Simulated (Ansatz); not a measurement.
Input:

```xyz
2
Lattice="0.0000 2.8373 2.8373 2.8373 0.0000 2.8373 2.8373 2.8373 0.0000" Properties=species:S:1:pos:R:3 pbc="T T T"
Al     0.0000     0.0000     0.0000
As     4.2560     4.2560     4.2560
```

Computed with PBEsol with spin-orbit coupling, rigid bands (plane waves, PAW; Ansatz, a quantum-chemistry and plane-wave program). How the cell was made: cell and atoms relaxed with PBEsol.

**Question.** What conductivity effective mass do dilute electrons have at 300 K?

**Answer.** 0.33 mₑ.

**Question.** Predict the hole conductivity mass (n e² τ/σ) at 300 K, by direction if it differs.

**Answer.** 0.59 mₑ.

**Question.** And the band gap?

**Answer.** 1.25 eV at this level; semilocal functionals usually fall short of the measured gap.

Rigid bands, one relaxation time for all states, no polarons.
